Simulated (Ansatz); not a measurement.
Take Zr in the hcp (Mg type) structure (space group P6_3/mmc, No. 194; a = 3.184 Å, c = 5.116 Å) as the base.

All numbers come from DFT with PBEsol, PAW potentials and a 420 eV plane-wave cutoff in Ansatz (a first-principles code), no SOC.

One change was made to it. Results:

The lattice parameter a drops by 0.2836 Å (3.184 Å → 2.901 Å); the c/a ratio grows by 0.0936, from 1.607 to 1.700.

**Question.** Which of these changes matches the shifts?
A. pressure 1.8 GPa
B. pressure 60 GPa
C. pressure 30 GPa
D. pressure −2 GPa

**Answer.** C, pressure 30 GPa. For comparison, the lattice parameter a in the other runs: pressure −2 GPa gives 3.208 Å; pressure 60 GPa gives 2.728 Å; pressure 1.8 GPa gives 3.163 Å.

Load acts through the strain it causes; cell and atoms are relaxed under it. Whether these cells are dynamically stable was not tested. All final runs are without spin polarisation. Measured, Zr leaves this structure (for the ω phase) near 3 GPa (temperature not stated; as listed in C. Cazorla, D. Alfè, M. J. Gillan, Physical Review B (2008)).
